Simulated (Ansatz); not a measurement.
The decay constant κ of evanescent states in the gap governs leakage through a thin film.

Here is the system:

```
BiVO4
1.0
    6.83465     0.00000     0.00000
    2.99597     6.14301     0.00000
    1.91934    -3.07150     3.62188
V Bi O
2 2 8
Direct
  0.50000   0.50000   0.00000
  0.75000   0.75000   0.50000
  0.00000   0.00000   0.00000
  0.25000   0.25000   0.50000
  0.82915   0.32911   0.89101
  0.68810   0.97016   0.89105
  0.32911   0.82915   0.10899
  0.97016   0.68810   0.10895
  0.42085   0.92089   0.60899
  0.56190   0.27984   0.60895
  0.92089   0.42085   0.39101
  0.27984   0.56190   0.39105
```

Space group of this cell: I4_1/a. The cell is taken as given; by r2SCAN its mean pressure is -0.9 GPa.

Transport runs along the normal of the first two printed cell vectors, the (110) plane of the conventional cell.

No gap correction and no spin-orbit coupling; mid-gap values are interpolated between computed energies.

Problem. Compute, with r2SCAN in Ansatz (a first-principles code), the band gap and the smallest decay constant κ at mid-gap.

Solution. Gap 2.33 eV on a 8×8×8 mesh; κ = 0.306 1/Å, at the zone centre.
